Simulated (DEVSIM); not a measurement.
System: abrupt CdTe p-n junction, at 250 K.

Layer 1 from the left is CdTe, thickness (μm) 0.330, Na (cm⁻³) 6.8e16, τn (s) 4.1e-10, τp (s) 4.1e-10. Layer 2 from the left is CdTe, thickness (μm) 2.40, Nd (cm⁻³) 9.9e15, τn (s) 4.1e-10, τp (s) 4.1e-10.

Left contact: ohmic. Right contact: ohmic. Voltage is applied to the left contact. Recombination: SRH at mid-gap. Mobility is constant in doping.

The device is made up for the run: typed textbook-type constants, with dimensions and the other settings drawn at random. Values at 300 K; Nc and Nv go as T^1.5, mobilities as T to minus their exponent, the gap by Varshni's rule with the affinity fixed.

CdTe: gap (eV) 1.5, affinity (eV) 4.28, permittivity 10.2, Nc (cm⁻³) 8e17, Nv (cm⁻³) 1.8e19, μn (cm²/Vs) 1000, μp (cm²/Vs) 80, T exponent of μn 1.7, T exponent of μp 1.5, Varshni α (eV/K) 0.00031, Varshni β (K) 108.

Q: Estimate by hand the built-in potential, the peak field at zero bias, the capacitance at -6 V, and compare with a numerical solution.

A: 
- Built-in potential: ni = √(Nc Nv) exp(−Eg/2kT) = 1580 cm⁻³ with Eg = 1.514 eV; Vbi = kT/q ln(Na Nd/ni²) = 1.311 V; numerical 1.311 V.
- Peak field at zero bias: depletion approximation: W = √(2εVbi/(qN)) = 0.414 μm with N = 8.64e15 cm⁻³; field = 2Vbi/W = 63400 V/cm; numerical 62400 V/cm (estimate above by 1.7 %).
- Capacitance at -6 V: C = √(qεN / 2(Vbi + |V|)) = 9.25 nF/cm²; numerical 9.28 nF/cm².

Model (solved in DEVSIM): 1D drift-diffusion, Boltzmann statistics, complete ionisation; no tunnelling, impact ionisation, image-force lowering or self-heating.
